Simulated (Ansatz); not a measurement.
A computed series for FeSi: point defects

Consider an 8-atom supercell of FeSi (space group P2_13, No. 198; a = 4.403 Å; non-magnetic) at its relaxed geometry.

One neutral defect a cell, atoms relaxed at fixed cell.

Calculations: PBEsol (Ansatz, a program for electronic structure; PAW; 420 eV plane waves; scalar-relativistic without spin-orbit coupling), earlier PAW set.

Candidates:
(a) Fe on a Si site (antisite)
(b) H interstitial (started 1.80 Å from the nearest host atom)
(c) Fe vacancy

Before the change:

- Pressure: -0.1 GPa

**Question.** Order them by pressure, lowest first.

**Answer.** (c) Fe vacancy (-7.2 GPa), (a) Fe on a Si site (antisite) (0.1 GPa), (b) H interstitial (started 1.80 Å from the nearest host atom) (6.6 GPa)

The magnetic state is the one reached from the starting moments; the real material's order can differ, and small cells can't hold many antiferromagnetic ones. The cell is small, so the values are those of an ordered compound at a high defect concentration; dilute-limit values will differ. Seeded moments were not kept for the base. Spin-polarised in the final run: Fe on a Si site (antisite), H interstitial (started 1.80 Å from the nearest host atom) and Fe vacancy; the other runs are not.
